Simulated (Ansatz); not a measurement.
Data:

End structure of Al on the 1x1 (0001) surface of hcp Ru, one in a 2x1 cell, started at the site 'bridge Ru-Ru (span 2.7 Å)':

```xyz
9
Lattice="5.4428 0.0000 0.0000 -1.3607 2.3568 0.0000 0.0000 0.0000 25.5000" Properties=species:S:1:pos:R:3 pbc="T T T"
Ru     1.3607     0.7856     9.5965
Ru     4.0821     0.7856     9.5965
Ru     0.0000     1.5712    11.6704
Ru     2.7214     1.5712    11.6704
Ru     1.3710     0.7916    13.8202
Ru     4.0732     0.7804    13.8129
Ru    -0.0402     1.5480    15.9309
Ru     2.7755     1.6024    15.9402
Al     1.3049     0.7534    17.9469
```

Slab: 9 atoms, 6.3 Å thick at the start under the adsorbate (thin: gaps and levels are the slab's own); k 6x12x1, smearing 0.1 eV, dipole-corrected; 4 atoms held, the rest relaxed; held to the start's symmetry, so lower structures may exist; no spin, no spin-orbit, no U, no dispersion correction. At the end it is bonded to 3 Ru. In PBE it is, or lies within 0.03 eV of, the lowest of the starts that converged.

A negative adsorption energy means that the adsorbate is more stable on the surface than in its reference.

Task: What is the computed work function of the top face (PBE run with Ansatz, an electronic-structure program)?

Result: 4.34 eV

Task: Give the adsorption energy against an atom of fcc Al at the level PBE.

Result: -0.77 eV

Task: Give the change of the work function at the level PBE.

Result: -0.66 eV

Task: Give the change of the step from the bottom to the top vacuum level, against the clean slab at the level PBE.

Result: -0.67 eV
